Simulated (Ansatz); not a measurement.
Structure of amorphous In$_{15}$Ga$_{9}$Sn$_{9}$O$_{54}$ (periodic cell):

```xyz
87
Lattice="10.4726 0.0000 0.0000 0.0000 10.4726 0.0000 0.0000 0.0000 10.4726" Properties=species:S:1:pos:R:3 pbc="T T T"
In     4.5643     8.7932     6.1793
In     0.8028     9.2185     2.1399
In     6.2820     1.4446     6.6060
In     6.6880     0.2034    10.2311
In     1.0084     8.6903     5.7846
In     8.8400     7.5673     4.0282
In     8.7464     2.1010     1.3514
In     4.7177     3.4729     4.3907
In     2.8476     6.2364     7.8939
In     8.1486     4.1167     8.9917
In     3.1910     0.5896     4.2239
In     9.3435     1.2759     8.0063
In     6.2468     5.6800     6.5573
In     3.0287     5.0814     0.9113
In     9.0545     0.8172     4.3071
Ga     3.4718     9.0650    10.1368
Ga     1.3640     3.5970     8.4634
Ga     7.4200     8.7085     7.9500
Ga     0.0163     5.1260     2.5810
Ga     6.0229     3.6861     0.9771
Ga     4.7751     3.6309     8.7215
Ga     5.7344     6.6851     9.8797
Ga     1.4035     3.6835     5.4290
Ga     4.0850     1.3133     1.2956
Sn     3.0521     6.5463     3.9572
Sn     2.9923     1.0366     7.4642
Sn     1.3060     2.1763     2.2548
Sn     0.5843     9.0737     9.2343
Sn     8.6320     7.2298     0.1649
Sn     6.1510    10.1372     3.2709
Sn     6.1040     6.3322     2.9377
Sn     8.4478     3.8936     4.9905
Sn     9.9698     6.2858     7.5515
O      7.3563     0.2803     1.8382
O     10.2823     0.8042     2.1903
O     10.3717     4.4517     4.4123
O      6.4678     3.6390     5.5722
O      0.1091    10.1481     7.5918
O      1.0788     4.9789     7.0385
O     10.0814     3.0592     8.8689
O      3.2489     2.5494     8.8235
O      5.0576     6.2360     4.6960
O      2.9701     2.9254     1.3934
O      1.5949     2.1241     4.2280
O      4.7760    10.4321     7.5239
O      8.5619     1.1198     9.9996
O      8.5108     4.9611     6.8485
O      5.6099     4.3006     2.6556
O      7.0709     0.2482     4.9509
O      9.0636     7.9691     8.4043
O      7.7889     3.8241     0.5794
O      9.7754     8.9059     0.4079
O      7.7498     5.7184     4.1526
O      2.1010     5.0056     9.5158
O      4.1775     6.6544     2.1718
O      6.9749     8.2064     3.2303
O      4.7005    10.0682     0.5928
O      1.7897     5.6187     2.4834
O      2.9765     7.3724     6.0155
O      4.2401     1.8833     5.7713
O      8.9352     2.0942     6.0414
O      1.1563     7.5545     8.0183
O      9.9636     9.4209     4.1308
O      4.1366     7.4936     9.3085
O      2.4477     0.4003     2.1495
O      5.4747     2.0631     0.2732
O      9.5625     5.7319     9.5849
O      7.4536     0.0927     7.8646
O      4.9080     4.7862    10.3169
O      6.8572     6.4756     0.9694
O      1.5036     2.4143     6.9099
O      4.5113     9.3475     4.1403
O      9.5606     6.7036     2.1240
O      6.4014     7.8659     6.6538
O      6.8833     8.4761     9.7911
O      2.4716    10.1540     5.9774
O      4.4169     4.9360     7.4126
O      4.8585     1.4305     3.0742
O      1.8482     8.4732     0.3932
O      0.0171     3.5560     1.5598
O      6.8363     5.8649     8.6498
O      2.3932    10.2083     9.0255
O      1.7815     8.1571     3.7507
O      8.3389     2.5867     3.4168
O      6.4313     2.8722     8.2557
O      2.9219     4.5720     4.7254
O      9.9926     7.2346     5.7504
```

All values below come from PBE, scalar-relativistic without spin-orbit coupling (plane waves to 420 eV, PAW; Ansatz, a first-principles code).

The cell was made by melting and quenching with the CHGNet potential and then relaxed with DFT. O atoms were pushed apart under 1.9 Å during the dynamics, to hinder bonds among them. The hot cell started wider than the set density and was brought back towards it in steps. It is the lowest in DFT energy of 4 quenches. It is a model cell: composition and starting density were chosen by hand, and all elements were melted together. No dispersion term was used. Its density started from a set value of 6.21 and ended at 6.19 g/cm³. Cooling (nominally 88 K/ps over its main leg) ran many orders faster than in experiment, which tends to leave more defects and strain. One small periodic cell is one sample of the glass; other quenches scatter about these values. The volume was free in the relaxation, at fixed shape. Stress components on the final sampling reach 2.2 GPa.

Cut-offs for bonds: In-In 3.12 Å, In-Ga 2.90 Å, In-Sn 3.09 Å, In-O 2.64 Å, Ga-Ga 2.68 Å, Ga-Sn 2.87 Å, Ga-O 2.34 Å, Sn-Sn 3.06 Å, Sn-O 2.58 Å, O-O 1.58 Å. Two cations that share two anions don't count as bonded, nor two that share one unless they lie closer than In-In 3.04 Å, In-Ga 2.82 Å, In-Sn 3.01 Å, Ga-Ga 2.61 Å, Ga-Sn 2.79 Å, Sn-Sn 2.97 Å.

Question: Give the coordination numbers, mean bond lengths and angles.

Answer: 
- Mean coordination of In by anions: 5.67 (6 with 5, 8 with 6, 1 with 7)
- Mean coordination of Ga by anions: 4.44 (5 with 4, 4 with 5)
- Mean coordination of Sn by anions: 5.78 (2 with 5, 7 with 6)
- Mean coordination of O: 3.28 (39 with 3, 15 with 4)
- Mean In-O bond: 2.218 Å (spread 0.111 Å, 85 counted)
- Mean Sn-O bond: 2.112 Å (spread 0.089 Å, 52 counted)
- Mean Ga-O bond: 1.929 Å (spread 0.086 Å, 40 counted)
- Bond angle at In: mean 104.2°, spread 28.6°
- Bond angle at Ga: mean 107.5°, spread 20.7°
- Bond angle at Sn: mean 104.7°, spread 29.4°
- Bond angle at O: mean 112.7°, spread 14.8°

Question: List the pairs of like atoms that count as bonded by the rules above.

Answer: There are none by these rules.
